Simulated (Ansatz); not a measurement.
Output of an Ansatz run (abridged):

```
WARN ansatz: RAYON_NUM_THREADS=1 ignored (pool sized by the plan → 1); use --threads N
Pseudopotentials: kind: paw
Pseudopotential: Ba, paw, valence charge 10
Pseudopotential: Sn, paw, valence charge 14
Pseudopotential: Au, paw, valence charge 19
Crystal: 5 atoms, lattice volume = 141.956 Å³
Basis set: ecut = 420 eV, 2783 PW (Γ)
Bands: 43, of which v1, the nominal top of the filled ones, is band 36 counted from 1 (35 counted from 0)
Symmetry: 8 space group operations
Space group: I4mm (ITA 107), of the structure as read, at distance tolerance 5.2e-5 Å
k-points: 40 of 343 (time reversal used)
PAW frozen core: Ba, regenerated for the run's functional, and the local potential with it
PAW frozen core: Sn, regenerated for the run's functional, and the local potential with it
PAW frozen core: Au, regenerated for the run's functional, and the local potential with it
Initial density: superposition of atomic densities (neutral atoms: chi_scale 0, normalization atom), corrected by the library's trained network
Initial wavefunctions: pseudopotential atomic-orbital guess
Eigensolver: davidson
Functional: x = slater, c = lda
SCF iter   1: F=—  HF=-36286.037136 eV  |F-HF|=—  |Δ(HF+E_count)|=         —  Δρ=5.71e-3  dr2=2.76e-2  ethr=1.77e-3  ⟨swp⟩=9.3  Hψ=8013  notcnv=0
all-band conjugate gradients solve this SCF's bands
preconditioner: auto → Kerker (q_TF=auto, 2.431 Å⁻¹)
SCF iter   2: F=—  HF=-36286.028166 eV  |F-HF|=—  |Δ(HF+E_count)|=   8.97e-3  Δρ=2.73e-3  dr2=8.43e-3  ethr=3.88e-5  ⟨swp⟩=2.0  Hψ=3011  notcnv=0  defer=1
SCF iter   3: F=—  HF=-36286.025655 eV  |F-HF|=—  |Δ(HF+E_count)|=   2.51e-3  Δρ=6.72e-4  dr2=1.45e-3  ethr=1.19e-5  ⟨swp⟩=2.9  Hψ=3076  notcnv=0  defer=1
SCF iter   4: F=—  HF=-36286.025292 eV  |F-HF|=—  |Δ(HF+E_count)|=   3.63e-4  Δρ=3.51e-4  dr2=2.39e-4  ethr=2.05e-6  ⟨swp⟩=2.0  Hψ=2934  notcnv=0  defer=1
SCF iter   5: F=—  HF=-36286.025230 eV  |F-HF|=—  |Δ(HF+E_count)|=   6.23e-5  Δρ=1.04e-4  dr2=2.74e-5  ethr=3.37e-7  ⟨swp⟩=2.1  Hψ=3127  notcnv=0  defer=1
SCF iter   6: F=—  HF=-36286.025155 eV  |F-HF|=—  |Δ(HF+E_count)|=   7.50e-5  Δρ=2.46e-5  dr2=2.13e-6  ethr=3.86e-8  ⟨swp⟩=2.0  Hψ=3117  notcnv=0  defer=1
SCF iter   7: F=—  HF=-36286.025154 eV  |F-HF|=—  |Δ(HF+E_count)|=   3.87e-7  Δρ=8.47e-6  dr2=1.85e-7  ethr=2.99e-9  ⟨swp⟩=2.0  Hψ=2387  notcnv=0  defer=1
SCF iter   8: F=-36286.025154 eV  HF=-36286.025154 eV  |F-HF|=6.17e-9  |Δ(HF+E_count)|=   4.06e-8  Δρ=2.43e-6  dr2=1.24e-8  ethr=1.41e-10  ⟨swp⟩=8.0  Hψ=9019  notcnv=0
SCF 1 converged in 8 iterations: F = -36286.025154 eV  dr2 = 1.24e-8
SCF converged after 8 iterations
Free energy (F): -36286.025154 eV
Harris-Foulkes:  -36286.025154 eV  (|F-HF|=6.17e-9)
Internal energy: -36285.971738 eV  (E = F + TS)
E sigma→0 (E₀):  -36285.998446 eV
Entropy (-TS):   -0.053416 eV (-10.683 meV/atom)
Fermi energy:    11.231225 eV
--- Per-component energies (eV) ---
  E_band       = -656.065636
  E_kinetic    = 1338.489862
  E_local      = -6195.091452  (includes V_loc(G=0)·N_el)
  E_nonlocal   = 55.228477
  E_hartree    = 3163.163747
  E_xc         = -1532.047552
  E_vxc        = -708.656004  (∫ρ·V_xc dr)
  E_paw        = -26466.097894  (= ΣΔE_a)
  E_vpaw       = -1472.369419  (= ΣTr[D̂ρ^β])
  E_aug_tail   = 0.001283  (compensation charges beyond the density's cutoff)
  E_ewald      = -6651.698137
  E_core_change = 2.079928  (= ΣΔE_core)
  E_smearing   = -0.053416  (= −TS)
  E_closure    = -0.000000  (closes the sum)
  Σ components = -36286.025154   (vs F -36286.025154, Δ=0.00e0)
--- Forces (eV/Å), atoms counted from 1 ---
  atom   1  Ba     0.00000000    -0.00000000     0.03752369
  atom   2  Sn    -0.00000000     0.00000000    -0.07843783
  atom   3  Sn     0.00000000    -0.00000000     0.03494883
  atom   4  Sn     0.00000000     0.00000000     0.03494883
  atom   5  Au     0.00000000    -0.00000000    -0.02903705
  max |Σ_I F_I| component: 5.35e-5 eV/Å
--- Stress (GPa, compression-positive) ---
       -2.756083       0.000000      -0.000000
        0.000000      -2.756083       0.000000
       -0.000000      -0.000000      -3.128960
  P = ⅓ Tr σ = -2.8804 GPa (-28.804 kbar)
  The stress holds the Pulay correction. Without it, at fixed plane waves, as pw.x and ABINIT print it: P = -2.9067 GPa
--- Band table (eV; the first three rows and the last of 40) ---
  k-point 0: bands = ["-95.2011", "-46.5058", "-46.4950", "-46.4950", "-17.1544", "-10.2429", "-10.2326", "-10.2326", "-10.2214", "-10.2127", "-10.1527", "-10.0953", "-10.0953", "-10.0822", "-10.0763", "-10.0667", "-10.0493", "-10.0135", "-10.0001", [...]
  k-point 1: bands = ["-95.2011", "-46.5058", "-46.4950", "-46.4950", "-17.1531", "-10.2551", "-10.2402", "-10.2271", "-10.2177", "-10.1875", "-10.1481", "-10.1113", "-10.0964", "-10.0837", "-10.0733", "-10.0680", "-10.0584", "-10.0220", "-9.9987", [...]
  k-point 2: bands = ["-95.2011", "-46.5057", "-46.4951", "-46.4951", "-17.1504", "-10.2627", "-10.2517", "-10.2349", "-10.1964", "-10.1644", "-10.1367", "-10.1252", "-10.1223", "-10.0928", "-10.0716", "-10.0633", "-10.0570", "-10.0218", "-10.0026", [...]
  k-point 39: bands = ["-95.2011", "-46.5058", "-46.4950", "-46.4950", "-17.1533", "-10.2507", "-10.2402", "-10.2285", "-10.2172", "-10.2023", "-10.1437", "-10.1029", "-10.0982", "-10.0794", "-10.0765", "-10.0685", "-10.0564", "-10.0196", "-9.9974", [...]
```

The structure:

```
CELL_PARAMETERS angstrom
     -2.52253     2.52253     5.57728
      2.52253    -2.52253     5.57728
      2.52253     2.52253    -5.57728
ATOMIC_POSITIONS crystal
  Ba 0.00028 0.00028 0.00000
  Sn 0.60129 0.60129 0.00000
  Sn 0.74955 0.24955 0.50000
  Sn 0.24955 0.74955 0.50000
  Au 0.35723 0.35723 0.00000
```

Q: What input produced this log?

A: Other spellings and defaults could give the same log, and not every line can be read from it. The input that was run (DFT, LDA (PW92), plane waves, default PAW files made with PBE):

Ansatz 0.2 input:
```yaml
crystal:
  lattice:
    - [-2.52252900, 2.52252900, 5.57727800]
    - [2.52252900, -2.52252900, 5.57727800]
    - [2.52252900, 2.52252900, -5.57727800]
  atoms:
    - { symbol: Ba, position_ang: [-0.00000000, 0.00000000, 0.00312328] }
    - { symbol: Sn, position_ang: [0.00000000, -0.00000000, 6.70712298] }
    - { symbol: Sn, position_ang: [-0.00000000, 2.52252900, 2.78361945] }
    - { symbol: Sn, position_ang: [2.52252900, 0.00000000, 2.78361945] }
    - { symbol: Au, position_ang: [-0.00000000, 0.00000000, 3.98474204] }
basis:
  ecutwfc: 420.0 eV
kpoints:
  mp_grid: { grid: [7, 7, 7] }
hamiltonian:
  xc: lda
  pseudopotentials: { kind: paw }
scf:
  occupations: { method: fermi_dirac, width: 0.1 eV }
output:
  forces: true
  eigenvalues: true
  stress: true
```

The starting cell comes from a database of computed structures (which also holds hypothetical and non-ambient phases and stackings), without a prior relaxation at this level. Its lattice was rescaled by up to half a per cent. Spin-orbit coupling is off. Ansatz's pressure includes its estimate of the finite-basis (Pulay) stress.

Ansatz is a first-principles code.
